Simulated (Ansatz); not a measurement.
VCu3S4 (P-43m), PBEsol, rigid bands (Ansatz, a first-principles code): N_c = 1.98e20 cm⁻³ at 300 K and an electron conductivity mass of 1.93 mₑ.

Question: For 1e17 electrons per cm³ at 300 K, place the Fermi level, estimate the Seebeck coefficient of a parabolic band with constant τ, and give mobility and conductivity for τ = 5 fs.

Answer: The level lies k_BT ln(N_c/n) = 0.196 eV below the conduction-band minimum. S ≈ −(k_B/e)[ln(N_c/n) + 5/2] = -870 μV/K, against -863 μV/K from the full bands (mean over directions). μ = eτ/m = 4.56 cm²/(V·s) and σ = neμ = 0.0730 S/cm. τ is assumed, not computed.

Band transport and this doping are assumed; polarons and phonon drag are left out. Spin-orbit coupling is left out.

Formula and space group known from diffraction (Crystallography Open Database), not checked to be the room-temperature form: VCu3S4 (P-43m). Treated as nonmagnetic, magnetic states not searched for: VCu3S4 (P-43m).
